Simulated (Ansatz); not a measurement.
Ansatz (a quantum-chemistry and plane-wave program) run on Sn (I4_1/amd, 2 atoms in the cell): self-consistent single point.

Computed with PBE, PAW files (plane waves; Ansatz).

```
Sn
1.0
   -2.93191     2.93191     1.59482
    2.93191    -2.93191     1.59482
    2.93191     2.93191    -1.59482
Sn
2
Direct
  0.75000   0.25000   0.50000
  0.00000   0.00000   0.00000
```

Reference input (self-consistent single point, DFT, PBE, plane waves, PAW files): basis.ecutwfc = 420 eV; kpoints.mp_grid.grid = 9 9 9; kpoints.mp_grid.shift = 0.5 0.5 0.5; hamiltonian.xc = pbe; hamiltonian.pseudopotentials = {kind: paw} (an earlier, softer set of the program's PAW files); scf.occupations.method = methfessel_paxton; scf.occupations.width = 0.1 eV. This run's input differs from it in these lines:

Ansatz 0.2 input:
```diff
@@ -10,3 +10,3 @@
 basis:
-  ecutwfc: 420.0
+  ecutwfc: 170.0
 kpoints:
```

The program printed (abridged):

```
SCF iter   1: F=—  HF=-12027.306971 eV  |F-HF|=—  |Δ(HF+E_count)|=         —  Δρ=9.44e-2  dr2=3.05e0  ethr=3.10e-3  ⟨swp⟩=4.3  Hψ=5601  notcnv=0
all-band conjugate gradients solve this SCF's bands
preconditioner: auto → none
SCF iter   2: F=—  HF=-12024.540908 eV  |F-HF|=—  |Δ(HF+E_count)|=    2.77e0  S|Δr|=    0.00e0  Δρ=2.40e-2  dr2=1.25e-1  ethr=3.10e-3  ⟨swp⟩=2.9  Hψ=3458  notcnv=0  defer=11
SCF iter   3: F=—  HF=-12024.421882 eV  |F-HF|=—  |Δ(HF+E_count)|=   1.19e-1  S|Δr|=    0.00e0  Δρ=5.30e-3  dr2=8.79e-3  ethr=4.48e-4  ⟨swp⟩=2.0  Hψ=2678  notcnv=0  defer=11
SCF iter   4: F=—  HF=-12024.420703 eV  |F-HF|=—  |Δ(HF+E_count)|=   1.18e-3  S|Δr|=    0.00e0  Δρ=5.11e-4  dr2=9.30e-5  ethr=3.14e-5  ⟨swp⟩=2.1  Hψ=1686  notcnv=0  defer=11
SCF iter   5: F=—  HF=-12024.420651 eV  |F-HF|=—  |Δ(HF+E_count)|=   5.20e-5  S|Δr|=    0.00e0  Δρ=8.18e-5  dr2=2.77e-6  ethr=3.32e-7  ⟨swp⟩=2.0  Hψ=2405  notcnv=0  defer=11
SCF iter   6: F=-12024.420649 eV  HF=-12024.420649 eV  |F-HF|=4.37e-8  |Δ(HF+E_count)|=   1.88e-6  S|Δr|=    0.00e0  Δρ=1.06e-5  dr2=4.38e-8  ethr=3.57e-10  ⟨swp⟩=7.0  Hψ=6564  notcnv=0
SCF 1 converged in 6 iterations: F = -12024.420649 eV  dr2 = 4.38e-8
Stability not checked (fill_not_monotonic)
Free energy (F): -12024.420649 eV
Internal energy: -12024.421085 eV  (E = F + TS)
E sigma→0 (E₀):  -12024.420758 eV
Entropy (-TS):   0.000436 eV (0.218 meV/atom)
Fermi energy:    10.672769 eV
--- Forces (eV/Å), atoms counted from 1 ---
  atom   1  Sn     0.00000000     0.00000000     0.00000000
  atom   2  Sn    -0.00000000     0.00000000     0.00000000
--- Stress (GPa, compression-positive) ---
        1.121563       0.000000      -0.000000
        0.000000       1.121563      -0.000000
        0.000000       0.000000       0.773938
  P = ⅓ Tr σ = 1.0057 GPa (10.057 kbar)
  The stress holds the Pulay correction. Without it, at fixed plane waves, as pw.x and ABINIT print it: P = -327.9563 GPa
```

The run converged in 6 iterations. Against the reference run the free energy rises by 12.0 eV/atom and the pressure goes from 1.79 to 1.01 GPa.

The starting cell comes from a database of computed structures (which also holds hypothetical and non-ambient phases and stackings), without a prior relaxation at this level. Its lattice was rescaled by a random factor within 2.5 % of one. Ansatz's pressure includes its estimate of the finite-basis (Pulay) stress. Without the estimate this run gives -327.96 GPa. The cutoff lies below the one recommended for these files.
